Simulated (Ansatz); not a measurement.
A user runs Ansatz (an electronic-structure program) on Y (Fm-3m, 1 atom in the cell) and asks whether the run is sound. The aim is a self-consistent single point with DFT, r2SCAN, plane waves, default PAW files made with PBE.

Cell that was meant: a = 3.6032 Å, b = 3.6032 Å, c = 3.6032 Å, α = 60.00°, β = 60.00°, γ = 60.00°.

Part of the input:

Ansatz 0.2 input:
```yaml
    - [2.547858, 2.547858, 0.000000]
  atoms:
    - { symbol: Y, position_ang: [0.000000, 0.000000, 0.000000] }
basis:
  ecutwfc: 150.0 eV
kpoints:
  mp_grid: { grid: [8, 8, 8] }
hamiltonian:
```

The program printed (abridged):

```
   [... lines left out ...]
k-points: 29 of 512
PAW frozen core: Y, regenerated for the run's functional
Initial density: superposition of atomic densities (neutral atoms: chi_scale 0, normalization atom), corrected by the library's trained network
Initial wavefunctions: pseudopotential atomic-orbital guess
Eigensolver: davidson
Functional: x = r2scan, c = r2scan; τ floored in thin density (d = 2e-4 eV/Å³)
SCF iter   1: F=—  HF=-3855.634868 eV  |F-HF|=—  |Δ(HF+E_count)|=         —  Δρ=5.85e-2  dr2=6.32e-1  dr2_τ=4.88e-1  ethr=1.77e-3  ⟨swp⟩=4.4  Hψ=1709  notcnv=0
all-band conjugate gradients solve this SCF's bands
preconditioner: auto → none
SCF iter   2: F=—  HF=-3855.414091 eV  |F-HF|=—  |Δ(HF+E_count)|=   2.21e-1  S|Δr|=    0.00e0  Δρ=2.23e-2  dr2=6.04e-2  dr2_τ=1.13e-2  ethr=1.77e-3  ⟨swp⟩=2.0  Hψ=796  notcnv=0  defer=14
   [... lines left out ...]
SCF iter   4: F=—  HF=-3855.411877 eV  |F-HF|=—  |Δ(HF+E_count)|=   1.26e-3  S|Δr|=    0.00e0  Δρ=3.24e-4  dr2=2.18e-5  dr2_τ=2.31e-6  ethr=1.58e-5  ⟨swp⟩=2.4  Hψ=358  notcnv=0  defer=14
SCF iter   5: F=—  HF=-3855.411890 eV  |F-HF|=—  |Δ(HF+E_count)|=   1.29e-5  S|Δr|=    0.00e0  Δρ=4.02e-5  dr2=2.15e-7  dr2_τ=7.86e-8  ethr=1.98e-7  ⟨swp⟩=2.0  Hψ=317  notcnv=0  defer=14
SCF iter   6: F=-3855.411890 eV  HF=-3855.411890 eV  |F-HF|=3.25e-9  |Δ(HF+E_count)|=   3.45e-7  S|Δr|=    0.00e0  Δρ=3.29e-6  dr2=1.56e-9  dr2_τ=1.70e-10  ethr=9.09e-10  ⟨swp⟩=6.3  Hψ=1304  notcnv=0
SCF 1 converged in 6 iterations: F = -3855.411890 eV  dr2 = 1.56e-9
Stability not checked (fill_not_monotonic)
Free energy (F): -3855.411890 eV
Internal energy: -3855.411670 eV  (E = F + TS)
E sigma→0 (E₀):  -3855.411817 eV
Entropy (-TS):   -0.000220 eV (-0.220 meV/atom)
Fermi energy:    9.540556 eV
--- Forces (eV/Å), atoms counted from 1 ---
  atom   1  Y     -0.00000000     0.00000000     0.00000000
--- Stress (GPa, compression-positive) ---
       -0.095359      -0.000000      -0.000000
       -0.000000      -0.095359      -0.000000
        0.000000       0.000000      -0.095359
  P = ⅓ Tr σ = -0.0954 GPa (-0.954 kbar)
  The stress holds the Pulay correction. Without it, at fixed plane waves, as pw.x and ABINIT print it: P = -71.3765 GPa
```

Problem. Is anything amiss in this input, and did it matter?

Solution. The run is not sound. The fault is a basis or grid far too coarse for these potentials. The error of an incomplete plane-wave basis or grid does not cancel at such settings. To fix it, restore the cutoff that the potentials need and check convergence. The run converged in 6 iterations without an error; against the sound input the free energy goes up by 4.25 eV/atom and the pressure goes from -0.29 to -0.10 GPa. At a fixed set of plane waves, without the program's Pulay estimate, the pressure is -71.38 GPa against -0.30 GPa.

An input that runs soundly differs in these lines (not the only fix; some lines may just follow from the change or write a value another way):
```diff
-basis:
-  ecutwfc: 150.0 eV
```

With that input, the run converged in 5 iterations: free energy E − TS (on the zero of these files) -3859.6614 eV; Fermi level (on the code's own zero) 9.37 eV; pressure -0.29 GPa (DFT, r2SCAN, plane waves, default PAW files made with PBE).

On the sound input: the starting cell was generated: these elements placed on a structure prototype, without a prior relaxation; it need not be a known phase or ordering of this composition. Ansatz's pressure includes its estimate of the finite-basis (Pulay) stress.
